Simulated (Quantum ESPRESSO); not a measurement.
Quantum ESPRESSO run on Hf₂N₂O (Cm, 15 atoms in the cell): self-consistent single point.

Level of theory: PBEsol, GBRV 1.5 ultrasoft (PBESOL) pseudopotentials (plane waves; Quantum ESPRESSO).

The change in words: lattice scaled by 1.015. Reference geometry:
```
CELL_PARAMETERS angstrom
      6.89598    -1.65460     0.00000
      6.89598     1.65460     0.00000
     -1.45351     0.00000     8.15970
ATOMIC_POSITIONS crystal
  Hf 0.96959 0.96959 0.19980
  Hf 0.36155 0.36155 0.52601
  Hf 0.30464 0.30464 0.86658
  Hf 0.69444 0.69444 0.13154
  Hf 0.63579 0.63579 0.47998
  Hf 0.03534 0.03534 0.81322
  N  0.46416 0.46416 0.35133
  N  0.83020 0.83020 0.03516
  N  0.87842 0.87842 0.70924
  N  0.20458 0.20458 0.62097
  N  0.12547 0.12547 0.27298
  N  0.17297 0.17297 0.96346
  O  0.78546 0.78546 0.38063
  O  0.53464 0.53464 0.66149
  O  0.50275 0.50275 0.98762
```

Reference input (self-consistent single point, DFT, PBEsol, plane waves, GBRV 1.5 ultrasoft (PBESOL) pseudopotentials): ecutwfc = 40 Ry; ecutrho = 320 Ry; occupations = smearing; smearing = gauss; degauss = 0.00147 Ry; potentials = {Hf: hf_pbesol_v1.uspp.F.UPF, N: n_pbesol_v1.2.uspp.F.UPF, O: o_pbesol_v1.2.uspp.F.UPF}; K_POINTS = automatic 5 5 2 0 0 0; conv_thr = 1e-10 Ry; mixing_beta = 0.7. This run's input differs from it in these lines:

```diff
@@ -27,5 +27,5 @@
 CELL_PARAMETERS angstrom
-   6.895977000    -1.654602000     0.000000000
-   6.895977000     1.654602000     0.000000000
-  -1.453508000     0.000000000     8.159703000
+   6.999417000    -1.679421000     0.000000000
+   6.999417000     1.679421000     0.000000000
+  -1.475311000     0.000000000     8.282099000
 ATOMIC_POSITIONS crystal
```

Output, abridged:

```
     Self-consistent Calculation

     iteration #  1     ecut=    40.00 Ry     beta= 0.70

     negative rho (up, down):  6.551E-01 0.000E+00

     total energy              =   -1166.46099318 Ry
     estimated scf accuracy    <      10.62298651 Ry

     iteration #  2     ecut=    40.00 Ry     beta= 0.70

     negative rho (up, down):  6.600E-01 0.000E+00

     total energy              =   -1165.70145578 Ry
     estimated scf accuracy    <      18.37826313 Ry

     iteration #  3     ecut=    40.00 Ry     beta= 0.70

     negative rho (up, down):  6.688E-01 0.000E+00

     total energy              =   -1169.89900391 Ry
     estimated scf accuracy    <       2.08987035 Ry

   [... 15 blocks of this kind left out ...]

     iteration # 19     ecut=    40.00 Ry     beta= 0.70

     negative rho (up, down):  6.865E-01 0.000E+00

     total energy              =   -1170.38253536 Ry
     estimated scf accuracy    <          2.5E-10 Ry

     iteration # 20     ecut=    40.00 Ry     beta= 0.70

     negative rho (up, down):  6.865E-01 0.000E+00
     End of self-consistent calculation

     the Fermi energy is    12.8035 ev

!    total energy              =   -1170.38253536 Ry
     estimated scf accuracy    <          7.1E-11 Ry
     smearing contrib. (-TS)   =      -0.00000000 Ry
     internal energy E=F+TS    =   -1170.38253536 Ry

     convergence has been achieved in  20 iterations

     negative rho (up, down):  6.865E-01 0.000E+00

     Forces acting on atoms (cartesian axes, Ry/au):

     atom    1 type  1   force =     0.00255623    0.00000000    0.02238538
     atom    2 type  1   force =    -0.00937425    0.00000000   -0.00113870
     atom    3 type  1   force =    -0.02184177    0.00000000    0.01816625
     atom    4 type  1   force =     0.01046069    0.00000000   -0.01350734
     atom    5 type  1   force =     0.01406029    0.00000000    0.00960235
   [... lines left out ...]
     Total force =     0.063233     Total SCF correction =     0.000019
   [... lines left out ...]

     negative rho (up, down):  6.865E-01 0.000E+00
          total   stress  (Ry/bohr**3)                   (kbar)     P=     -216.78
  -0.00137041   0.00000000  -0.00003393         -201.59        0.00       -4.99
   0.00000000  -0.00154348   0.00000000            0.00     -227.05        0.00
  -0.00003393   0.00000000  -0.00150710           -4.99        0.00     -221.70

   JOB DONE.
```

The run converged in 20 iterations. Against the reference run the free energy rises by 61.3 meV/atom, the pressure goes from -13.80 to -21.68 GPa, the largest force goes from 0.418 to 0.730 eV/Å and the gap on the mesh goes from 1.850 to 1.791 eV.

The starting cell comes from a database of computed structures (which also holds hypothetical and non-ambient phases and stackings), without a prior relaxation at this level. Its lattice was rescaled by a random factor within 2.5 % of one. For this run, on top of that: lattice scaled by 1.015. Spin-orbit coupling is off.

Cost on one core of a shared machine: roughly 8 min.
